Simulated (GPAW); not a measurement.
Energy against c/a at fixed volume: hcp Ti (space group 194) (GPAW, LDA)

```xyz
2
Lattice="2.9053 0.0000 0.0000 -1.4527 2.5161 0.0000 0.0000 0.0000 4.4248" Properties=species:S:1:pos:R:3 pbc="T T T"
Ti     1.4527     0.8387     3.3186
Ti     0.0000     1.6774     1.1062
```

Method of the run: LDA (Perdew-Wang 92), GPAW PAW datasets LDA (gpaw-data 1.0.1) (plane waves; GPAW). Settings: mode = pw; ecut = 780 eV; xc = LDA; kpts = 26 26 14; mesh shift (steps) = 0 0 0; occupations.name = fermi-dirac; occupations.width = 0.05 eV; nbands = -8; convergence.density = 1e-06 e/electron; convergence.energy = 1e-06 eV/electron; symmetry.symmorphic = false; symmetry.tolerance = 0.0005; maxiter = 100. The cell above is the first row's. The rows change c/a at fixed volume. In all rows fractional positions and the k mesh are held. E is the free energy at the stated smearing, counted from the lowest row.

```csv
c/a,E (meV/atom)
1.5230,5.33
1.5388,2.79
1.5547,1.07
1.5706,0.15
1.5864,0.00
1.6023,0.58
1.6182,1.84
1.6340,3.77
1.6499,?
```

The 8 complete rows are fitted with a cubic, E against c/a. With u = c/a - 1.58, the rows have u = -0.05700, -0.04120, -0.02530, -0.00940, 0.00640, 0.02230, 0.03820, 0.05400. Least squares gives E = -0.028 - 5.15·u + 1475.7·u² - 1457·u³. Residuals (row less fit): 0.000, -0.001, 0.000, -0.002, 0.001, 0.005, -0.007, 0.002; standard error 0.005 (degrees of freedom: 4). The fitted curve has its minimum at c/a = 1.58, where E = -0.03. To one more digit the minimum is at c/a = 1.582; the ideal close-packed ratio is 1.633.

Problem. What does the fit predict for E at c/a = 1.6499, and how far is the calculated value from it?

Solution. u = 0.06990, so E = -0.028 - 5.15 × 0.06990 + 1475.7 × 0.06990² - 1457 × 0.06990³ = 6.325 meV/atom. The calculation gives 6.32 meV/atom, which the fit meets to the printed digits. The row lies outside the fitted rows, so this is an extrapolation. From the scatter of the fitted rows alone, a prediction at this place has a standard error of 0.013 meV/atom, so the miss is 0.4 times that.

Carrying the step between the two nearest rows on in a straight line would have given 5.71, off by 0.61; series whose last step already gives the withheld value aren't shown. The reference cell has the volume at which an earlier scan in this program and functional put its minimum by a fit; axis ratios and inner coordinates come from a measured-size cell. The runs keep the symmetry of the cell, so they don't test it for distortions. The best c/a moves a little with volume. Spin polarisation is off. In metals such curves are sensitive to mesh and smearing. Cutoffs and mesh are single choices, not tested for convergence of this quantity. Series with a scatter that would blur these digits, or in which a gap closes, are not shown. Strain series were run only where this level's volume lies within 10 % of a first guess from the measured size.
